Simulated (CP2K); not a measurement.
Worked example: self-consistent single point of LuPd₃ (Pm-3m, 4 atoms in the cell) in CP2K.

Level of theory: rev-vdW-DF2, GPW, DZVP-MOLOPT-SR-GTH basis, GTH-PBE potentials (GTH_POTENTIALS) (CP2K 2026.2).

```xyz
4
Lattice="4.0290 0.0000 0.0000 0.0000 4.0290 0.0000 0.0000 0.0000 4.0290" Properties=species:S:1:pos:R:3 pbc="T T T"
Lu     0.0000     0.0000     0.0000
Pd     0.0000     2.0145     2.0145
Pd     2.0145     0.0000     2.0145
Pd     2.0145     2.0145     0.0000
```

Reference input (self-consistent single point, DFT PBEsol, GPW, DZVP-MOLOPT-SR-GTH basis, GTH-PBE potentials (GTH_POTENTIALS)): CUTOFF = 500 Ry; REL_CUTOFF = 60 Ry; SMEAR/METHOD = METHFESSEL_PAXTON; SIGMA = 0.136 eV; KPOINTS/SCHEME = MONKHORST-PACK 5 5 5; XC_FUNCTIONAL = PBE:PBESOL; Lu/BASIS_SET = DZVP-MOLOPT-SR-GTH; Lu/POTENTIAL = GTH-PBE-q25; Pd/BASIS_SET = DZVP-MOLOPT-SR-GTH; Pd/POTENTIAL = GTH-PBE-q18; METHOD = GPW; EPS_DEFAULT = 1e-10. This run's input differs from it in these lines:

```diff
@@ -45,6 +45,15 @@
       &XC_FUNCTIONAL
-        &PBE
-          PARAMETRIZATION PBESOL
-        &END PBE
+        &GGA_X_B86_R
+        &END GGA_X_B86_R
+        &PW92
+        &END PW92
       &END XC_FUNCTIONAL
+      &VDW_POTENTIAL
+        DISPERSION_FUNCTIONAL NON_LOCAL
+        &NON_LOCAL
+          TYPE LMKLL
+          KERNEL_FILE_NAME vdW_kernel_table.dat
+          CUTOFF 100
+        &END NON_LOCAL
+      &END VDW_POTENTIAL
     &END XC
```

The program printed (abridged):

```
 SCF WAVEFUNCTION OPTIMIZATION

  Step     Update method      Time    Convergence         Total energy    Change
     1 NoMix/Diag. 0.20E+00      -     2.22612412      -645.7358123778 -6.46E+02
     2 Broy./Diag. 0.20E+00      -     0.19307881      -656.2866361190 -1.06E+01
     3 Broy./Diag. 0.20E+00      -     0.07402543      -648.9936539044  7.29E+00
     4 Broy./Diag. 0.20E+00      -     0.05227325      -645.1846549581  3.81E+00
     5 Broy./Diag. 0.20E+00      -     0.02927137      -643.7934092343  1.39E+00
     6 Broy./Diag. 0.20E+00      -     0.00457439      -644.7470991152 -9.54E-01
   [... 4 lines left out ...]
    11 Broy./Diag. 0.20E+00      -     0.00008952      -644.6978566115  9.76E-04
    12 Broy./Diag. 0.20E+00      -     0.00001067      -644.6964068686  1.45E-03
    13 Broy./Diag. 0.20E+00      -     0.00000465      -644.6961357016  2.71E-04
    14 Broy./Diag. 0.20E+00      -     0.00000010      -644.6960950807  4.06E-05
  *** SCF run converged in    14 steps ***

  Overlap energy of the core charge distribution:               0.00000000000006
  Self energy of the core charge distribution:              -1024.14999126670114
  Core Hamiltonian energy:                                    258.29837936834082
  Hartree energy:                                             182.47683782178757
  Exchange-correlation energy:                                -61.83398731574483
  Dispersion energy:                                            0.51262506245444
  Smearing free energy correction:                              0.00004124888319
  Fermi energy:                                                 0.48837811267817

  Total energy:                                              -644.69609508067742

   [... lines left out ...]

 STRESS| Analytical stress tensor [bar]
 STRESS|                        x                   y                   z
 STRESS|      x        2.86375849787E+04   2.93760468285E-01   2.93760478583E-01
 STRESS|      y        2.93760468285E-01   2.86375853433E+04   2.93760468424E-01
 STRESS|      z        2.93760478583E-01   2.93760468424E-01   2.86375810345E+04
 STRESS| 1/3 Trace                                             2.86375837855E+04
```

The run converged in 14 iterations. Against the reference run the pressure goes from -1.27 to 2.86 GPa.

The starting cell comes from a database of published, mostly measured structures (it also holds non-ambient and calculated ones), without a prior relaxation at this level. Spin polarisation is off. Values carry the incompleteness of an atom-centred basis. The potentials were made for another functional than the one used.

Cost on one core of a shared machine: roughly 2 min.
